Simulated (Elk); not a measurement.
A self-consistent single point of YMg (P-3m1, 4 atoms in the cell) with Elk.

Method of the run: LDA (PW92), all-electron FP-LAPW, Elk's shipped species files, APW+lo basis with extra local orbitals run with Elk.

The change in words: lattice scaled by 0.98. Reference geometry:
```xyz
4
Lattice="3.4171 0.0000 0.0000 -1.7085 2.9593 0.0000 0.0000 0.0000 11.2418" Properties=species:S:1:pos:R:3 pbc="T T T"
Y      1.7085     0.9864     9.7904
Y      0.0000     1.9728     1.4514
Mg     0.0000     1.9728     6.9476
Mg     1.7085     0.9864     4.2941
```

Reference input (self-consistent single point, DFT, LDA (PW92), all-electron FP-LAPW, Elk's shipped species files, APW+lo basis with extra local orbitals): rgkmax = 7.5; stype = 0; swidth = 0.00734986 Ha; ngridk = 8 8 2; gmaxvr = 16 1/bohr; nxlo = 2; lorbcnd = true; lmaxi = 3; maxscl = 100. This run's input differs from it in these lines:

```diff
@@ -28,8 +28,8 @@
 scale
-  6.457288539
+  6.328142811
 
 avec
-    1.0000000000    0.0000000042    0.0000000000
-   -0.5000000036    0.8660254017    0.0000000000
-    0.0000000000    0.0000000000    3.2899080205
+    1.0000000000   -0.0000000721    0.0000000000
+   -0.4999999376    0.8660254398    0.0000000000
+    0.0000000000    0.0000000000    3.2899078783
```

Output, abridged:

```
│ Self-consistent loop started │
│ Loop number : 1 │
 total energy                :     -7197.51184140
│ Loop number : 2 │
 total energy                :     -7193.57083549
RMS change in Kohn-Sham potential (target) :   0.3469670522     (  0.1000000000E-05)
Absolute change in total energy (target)   :    3.941005905     (  0.1000000000E-03)
│ Loop number : 3 │
 total energy                :     -7176.04134211
RMS change in Kohn-Sham potential (target) :   0.1343010554     (  0.1000000000E-05)
Absolute change in total energy (target)   :    18.51474486     (  0.1000000000E-03)
│ Loop number : 4 │
   [... lines left out ...]
Absolute change in total energy (target)   :   0.1356890853E-03 (  0.1000000000E-03)
│ Loop number : 16 │
 total energy                :     -7162.89665924
RMS change in Kohn-Sham potential (target) :   0.5504928319E-06 (  0.1000000000E-05)
Absolute change in total energy (target)   :   0.1104336907E-03 (  0.1000000000E-03)
│ Loop number : 17 │
 total energy                :     -7162.89661701
RMS change in Kohn-Sham potential (target) :   0.2866757452E-07 (  0.1000000000E-05)
Absolute change in total energy (target)   :   0.1461720331E-04 (  0.1000000000E-03)
Convergence targets achieved

│ Loop number : 18 │

Energies :
 Fermi                       :     0.192609904859
 total energy                :     -7162.89661854

Density of states at Fermi energy :    126.6264482
 (states/Hartree/unit cell)

Estimated indirect band gap :   0.2075527775E-02
 from k-point     19 to k-point     16
Estimated direct band gap   :   0.3924168730E-02
 at k-point     19

Charges :
 core                        :    60.00000000
 valence                     :    42.00000000
 interstitial                :    7.234061704
 muffin-tins (core leakage)
  species :    1 (Y)
   atom    1                 :    36.91504891     (  0.9113150416E-05)
   atom    2                 :    36.91504891     (  0.9113150416E-05)
  species :    2 (Mg)
   atom    1                 :    10.46792024     (  0.6661338148E-15)
   atom    2                 :    10.46792024     (  0.6661338148E-15)
 total in muffin-tins        :    94.76593830
 total calculated charge     :    101.9966781
 total charge                :    102.0000000
 error                       :   0.3321870667E-02

│ Self-consistent loop stopped │
```

The run converged in 18 iterations. The count includes the last loop, which Elk runs after its targets are met. Against the reference run the total energy drops by 19.9 meV/atom.

The starting cell comes from a database of computed structures (which also holds hypothetical and non-ambient phases and stackings), without a prior relaxation at this level. For this run, on top of that: lattice scaled by 0.98. Values depend on the basis (sphere radii, cutoffs, local orbitals), which need not be converged. The log's line on a gap gives a spacing of levels on this mesh, which the program prints for metals too.
